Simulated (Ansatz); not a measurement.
An Ansatz (a quantum-chemistry and plane-wave program) run: hypothetical fluorite ZrSe2; PBEsol (Ansatz, PAW, no SOC).

Input:

Ansatz 0.2 input:
```yaml
crystal:
  lattice:
    - [0, 3.253753813, 3.253753813]
    - [3.253753813, 0, 3.253753813]
    - [3.253753813, 3.253753813, 0]
  atoms:
    - { symbol: Zr, position: [0, 0, 0] }
    - { symbol: Se, position: [0.25, 0.25, 0.25] }
    - { symbol: Se, position: [0.75, 0.75, 0.75] }
basis: { ecutwfc: 420, ecutrho_ratio: 4, xc_grid: 2, fft_grid_basis: typed }
kpoints: { mp_grid: { grid: [12, 12, 12] } }
hamiltonian:
  xc: pbesol
  dispersion: none
  pseudopotentials: { kind: paw }
scf: { occupations: { method: fermi_dirac, width: 0.05 }, convergence: { dr2_threshold: 0.0000000003 } }
output: { forces: true, stress: true }
```

Output:

```
WARN ansatz: RAYON_NUM_THREADS=1 ignored (pool sized by the plan → 1); use --threads N
Pseudopotentials: kind: paw
Pseudopotential: Zr, paw, valence charge 12
Pseudopotential: Se, paw, valence charge 16
Functional definition: PBEsol
Crystal: 3 atoms, lattice volume = 68.894 Å³
Basis set: ecut = 420 eV, 1363 PW (Γ), exchange–correlation on 64×64×64 points (8 copies of the dense FFT grid, shifted against one another)
Bands: 26, of which v1, the nominal top of the filled ones, is band 22 counted from 1 (21 counted from 0)
Symmetry: 48 space group operations
Space group: Fm-3m (ITA 225), of the structure as read, at distance tolerance 4.1e-5 Å
k-points: 72 of 1728
PAW frozen core: Zr, regenerated for the run's functional, and the local potential with it
PAW frozen core: Se, regenerated for the run's functional, and the local potential with it
Initial density: superposition of atomic densities (neutral atoms: chi_scale 0, normalization atom), corrected by the library's trained network
Initial wavefunctions: pseudopotential atomic-orbital guess
Eigensolver: davidson
Functional: x = pbesol(κ = 0.804, μ = 0.12345679012345678), c = pbesol(β = 0.046)
SCF iter   1: F=—  HF=-14980.188273 eV  |F-HF|=—  |Δ(HF+E_count)|=         —  Δρ=4.47e-3  dr2=1.04e-2  ethr=1.77e-3  ⟨swp⟩=5.7  Hψ=7333  notcnv=0
all-band conjugate gradients solve this SCF's bands
preconditioner: auto → LDOS
SCF iter   2: F=—  HF=-14980.190188 eV  |F-HF|=—  |Δ(HF+E_count)|=   1.92e-3  Δρ=8.33e-4  dr2=3.20e-4  ethr=2.37e-5  ⟨swp⟩=2.0  Hψ=4242  notcnv=0
SCF iter   3: F=—  HF=-14980.190103 eV  |F-HF|=—  |Δ(HF+E_count)|=   8.57e-5  Δρ=4.63e-4  dr2=3.00e-4  ethr=7.27e-7  ⟨swp⟩=2.0  Hψ=3499  notcnv=0
SCF iter   4: F=—  HF=-14980.189940 eV  |F-HF|=—  |Δ(HF+E_count)|=   1.62e-4  Δρ=1.89e-4  dr2=2.16e-5  ethr=6.81e-7  ⟨swp⟩=2.0  Hψ=3391  notcnv=0
SCF iter   5: F=—  HF=-14980.189912 eV  |F-HF|=—  |Δ(HF+E_count)|=   2.79e-5  Δρ=4.44e-5  dr2=1.56e-6  ethr=4.91e-8  ⟨swp⟩=2.0  Hψ=3393  notcnv=0
SCF iter   6: F=—  HF=-14980.189912 eV  |F-HF|=—  |Δ(HF+E_count)|=   9.61e-8  Δρ=5.67e-6  dr2=2.91e-8  ethr=3.54e-9  ⟨swp⟩=2.0  Hψ=3391  notcnv=0
SCF iter   7: F=—  HF=-14980.189912 eV  |F-HF|=—  |Δ(HF+E_count)|=   9.34e-9  Δρ=5.47e-7  dr2=3.45e-10  ethr=6.62e-11  ⟨swp⟩=2.0  Hψ=3402  notcnv=0
SCF iter   8: F=-14980.189912 eV  HF=-14980.189912 eV  |F-HF|=5.46e-12  |Δ(HF+E_count)|=  9.64e-11  Δρ=7.32e-8  dr2=2.93e-12  ethr=1.00e-12  ⟨swp⟩=4.0  Hψ=6966  notcnv=0
SCF 1 converged in 8 iterations: F = -14980.189912 eV  dr2 = 2.93e-12
SCF converged after 8 iterations
Free energy (F): -14980.189912 eV
Harris-Foulkes:  -14980.189912 eV  (|F-HF|=5.46e-12)
Internal energy: -14980.176917 eV  (E = F + TS)
E sigma→0 (E₀):  -14980.183415 eV
Entropy (-TS):   -0.012995 eV (-4.332 meV/atom)
Fermi energy:    11.386783 eV
--- Per-component energies (eV) ---
  E_band       = -819.501722
  E_kinetic    = 571.464674
  E_local      = -5384.557947  (includes V_loc(G=0)·N_el)
  E_nonlocal   = -1105.445942
  E_hartree    = 2565.859599
  E_xc         = -368.730765
  E_vxc        = -388.623223  (∫ρ·V_xc dr)
  E_paw        = -6634.590601  (= ΣΔE_a)
  E_vpaw       = 355.942712  (= ΣTr[D̂ρ^β])
  E_aug_tail   = -0.001200  (compensation charges beyond the density's cutoff)
  E_ewald      = -4626.357357
  E_core_change = 2.182621  (= ΣΔE_core)
  E_smearing   = -0.012995  (= −TS)
  E_closure    = 0.000000  (closes the sum)
  Σ components = -14980.189912   (vs F -14980.189912, Δ=0.00e0)
  [band-id]    e_kinetic+e_local+e_nonlocal+2·e_hartree+e_vxc+e_vpaw+e_augmentation_tail = -819.501728   (vs E_band -819.501722, Δ=-5.97e-6)
--- Forces (eV/Å), atoms counted from 1 ---
  atom   1  Zr    -0.00000000     0.00000000    -0.00000000
  atom   2  Se     0.00000000     0.00000000     0.00000000
  atom   3  Se    -0.00000000    -0.00000000     0.00000000
  max |Σ_I F_I| component: 8.10e-18 eV/Å
--- Stress (GPa, compression-positive) ---
       -0.000194      -0.000000      -0.000000
       -0.000000      -0.000194      -0.000000
       -0.000000      -0.000000      -0.000194
  P = ⅓ Tr σ = -0.0002 GPa (-0.002 kbar)
  The stress holds the Pulay correction. Without it, at fixed plane waves, as pw.x and ABINIT print it: P = -0.0208 GPa
  The stress includes an estimate of the error left by incomplete SCF convergence (largest component 0.0000 GPa).
--- Band table ---
  band table: none
```

No phonon test of stability was made. All final runs are without spin polarisation. The cell is ZrSe2 in the fluorite structure (space group Fm-3m, No. 225; a hypothetical phase, not in the database extracts checked).
